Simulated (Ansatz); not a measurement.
Phonon-limited resistivity of PdCu$_{3}$ (Pm-3m) against temperature in μΩ·cm, Ansatz (a program for electronic structure) with PBEsol, DFPT electron-phonon coupling, linearised Boltzmann equation, harmonic crystal at a fixed cell.

```json
[
 {"T": "50 K", "ρ": "0.127"},
 {"T": "77 K", "ρ": "___"},
 {"T": "100 K", "ρ": "___"},
 {"T": "150 K", "ρ": "1.23"},
 {"T": "200 K", "ρ": "1.79"},
 {"T": "250 K", "ρ": "2.3"},
 {"T": "273 K", "ρ": "2.6"},
 {"T": "300 K", "ρ": "2.9"},
 {"T": "350 K", "ρ": "3.4"},
 {"T": "400 K", "ρ": "3.9"},
 {"T": "500 K", "ρ": "4.8"},
 {"T": "600 K", "ρ": "5.8"},
 {"T": "800 K", "ρ": "7.7"}
]
```

### Question
What belongs in the gaps?

### Answer

- 77 K, ρ: 0.38
- 100 K, ρ: 0.64

A metal at this level (no band gap). Only scattering by harmonic phonons is included (no impurities, grain boundaries, electron-electron scattering or thermal expansion). Spin-orbit coupling is left out. The run warned that the eigensolver left some states short of its tolerance. Halving the electron mesh (24x24x24) moves the resistivity by up to 10 %. Smearing 0.20 eV; phonons on a 4x4x4 q mesh, which this run doesn't test and which matters most at low temperature.

Formula and space group known from diffraction (Crystallography Open Database), not checked to be the room-temperature form: PdCu3 (Pm-3m).
